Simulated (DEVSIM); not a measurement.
Device: abrupt In0.53Ga0.47As p-n junction, at 300 K.

Layer 1 from the left is In0.53Ga0.47As, thickness (μm) 9.80, Na (cm⁻³) 1.3e17, τn (s) 4.7e-8, τp (s) 4.7e-8. Layer 2 from the left is In0.53Ga0.47As, thickness (μm) 7.40, Nd (cm⁻³) 2.1e14, τn (s) 4.7e-8, τp (s) 4.7e-8.

Left contact: ohmic. Right contact: ohmic. Voltage is applied to the left contact. Recombination: SRH at mid-gap, Auger. Mobility is constant in doping.

The device is made up for the run: typed textbook-type constants, with dimensions and the other settings drawn at random. Values at 300 K.

In0.53Ga0.47As: gap (eV) 0.74, affinity (eV) 4.51, permittivity 13.9, Nc (cm⁻³) 2.1e17, Nv (cm⁻³) 7.7e18, μn (cm²/Vs) 12000, μp (cm²/Vs) 300, Cn (cm⁶/s) 5e-29, Cp (cm⁶/s) 5e-29.

Model (solved in DEVSIM): 1D drift-diffusion, Boltzmann statistics, complete ionisation; no tunnelling, impact ionisation, image-force lowering or self-heating.

**Question.** What does the simulation give for the largest field in the device at zero bias, the potential step across the device at zero bias?

**Answer.** largest field in the device at zero bias 18000 V/cm; potential step across the device at zero bias 0.456 V.
